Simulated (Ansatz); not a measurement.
Electronic density of states of amorphous Ti₁₀Al₁₂O₃₈, density 3.14 g/cm³, on a 2×2×2 Γ-centred mesh with a Gaussian width of 0.1 eV; energies count from the Fermi level, whose place inside the gap is arbitrary. Cell and mesh are small, so fine structure isn't converged. Calculation: PBE, scalar-relativistic without spin-orbit coupling (plane waves to 420 eV, PAW; Ansatz, an electronic-structure program). Sampling: a 2×2×2 Γ-centred mesh; Fermi-Dirac width 0.02 eV; no spin polarisation. At PBE the levels at both edges of the gap are localised (band-tail or defect states), and the nearest spread-out levels lie 3.5 eV apart at the zone centre.

Preparation: random packing, a CHGNet melt and quench, and a DFT relaxation. O atoms were pushed apart under 1.9 Å during the dynamics, to hinder bonds among them. It is the lowest in DFT energy of 2 quenches. It is a model cell: composition and starting density were chosen by hand, and all elements were melted together. No dispersion term was used. Its density started from a set value of 3.14 and ended at 3.14 g/cm³. Cooling (nominally 140 K/ps over its main leg) ran many orders faster than in experiment, which tends to leave more defects and strain. One small periodic cell is one sample of the glass; other quenches scatter about these values. The volume was held where the preparation left it, at a PBE pressure of -2.0 GPa (tension). Stress components on the final sampling reach 2.4 GPa.

(E - EF (eV), states/(eV atom)): (-12.00, 0.00); (-11.90, 0.00); (-11.80, 0.00); (-11.70, 0.00); (-11.60, 0.00); (-11.50, 0.00); (-11.40, 0.00); (-11.30, 0.00); (-11.20, 0.00); (-11.10, 0.00); (-11.00, 0.00); (-10.90, 0.00); (-10.80, 0.00); (-10.70, 0.00); (-10.60, 0.00); (-10.50, 0.00); (-10.40, 0.00); (-10.30, 0.00); (-10.20, 0.00); (-10.10, 0.00); (-10.00, 0.00); (-9.90, 0.00); (-9.80, 0.00); (-9.70, 0.00); (-9.60, 0.00); (-9.50, 0.00); (-9.40, 0.00); (-9.30, 0.00); (-9.20, 0.00); (-9.10, 0.00); (-9.00, 0.00); (-8.90, 0.00); (-8.80, 0.00); (-8.70, 0.00); (-8.60, 0.00); (-8.50, 0.00); (-8.40, 0.00); (-8.30, 0.00); (-8.20, 0.00); (-8.10, 0.00); (-8.00, 0.00); (-7.90, 0.00); (-7.80, 0.05); (-7.70, 0.17); (-7.60, 0.13); (-7.50, 0.16); (-7.40, 0.13); (-7.30, 0.08); (-7.20, 0.18); (-7.10, 0.22); (-7.00, 0.29); (-6.90, 0.34); (-6.80, 0.33); (-6.70, 0.33); (-6.60, 0.34); (-6.50, 0.41); (-6.40, 0.45); (-6.30, 0.45); (-6.20, 0.41); (-6.10, 0.35); (-6.00, 0.40); (-5.90, 0.59); (-5.80, 0.71); (-5.70, 0.69); (-5.60, 0.61); (-5.50, 0.72); (-5.40, 0.80); (-5.30, 0.76); (-5.20, 0.75); (-5.10, 0.70); (-5.00, 0.70); (-4.90, 0.78); (-4.80, 0.81); (-4.70, 0.81); (-4.60, 0.83); (-4.50, 0.76); (-4.40, 0.71); (-4.30, 0.77); (-4.20, 0.77); (-4.10, 0.76); (-4.00, 0.76); (-3.90, 0.81); (-3.80, 0.87); (-3.70, 0.83); (-3.60, 0.80); (-3.50, 0.83); (-3.40, 0.84); (-3.30, 0.87); (-3.20, 0.90); (-3.10, 0.95); (-3.00, 0.94); (-2.90, 0.92); (-2.80, 0.87); (-2.70, 0.82); (-2.60, 0.79); (-2.50, 0.74); (-2.40, 0.79); (-2.30, 0.86); (-2.20, 0.84); (-2.10, 0.74); (-2.00, 0.59); (-1.90, 0.46); (-1.80, 0.22); (-1.70, 0.04); (-1.60, 0.00); (-1.50, 0.05); (-1.40, 0.17); (-1.30, 0.12); (-1.20, 0.14); (-1.10, 0.15); (-1.00, 0.03); (-0.90, 0.00); (-0.80, 0.00); (-0.70, 0.00); (-0.60, 0.00); (-0.50, 0.00); (-0.40, 0.00); (-0.30, 0.00); (-0.20, 0.00); (-0.10, 0.00); (0.00, 0.00); (0.10, 0.00); (0.20, 0.00); (0.30, 0.00); (0.40, 0.00); (0.50, 0.00); (0.60, 0.00); (0.70, 0.00); (0.80, 0.00); (0.90, 0.00); (1.00, 0.04); (1.10, 0.26); (1.20, 0.54); (1.30, 0.41); (1.40, 0.21); (1.50, 0.39); (1.60, 0.52); (1.70, 0.47); (1.80, 0.47); (1.90, 0.56); (2.00, 0.60); (2.10, 0.57); (2.20, 0.71); (2.30, 0.80); (2.40, 0.75); (2.50, 0.69); (2.60, 0.65); (2.70, 0.63); (2.80, 0.45)

The gap between localised states on this mesh is 2.27 eV; the broadening fills part of it in the curve.
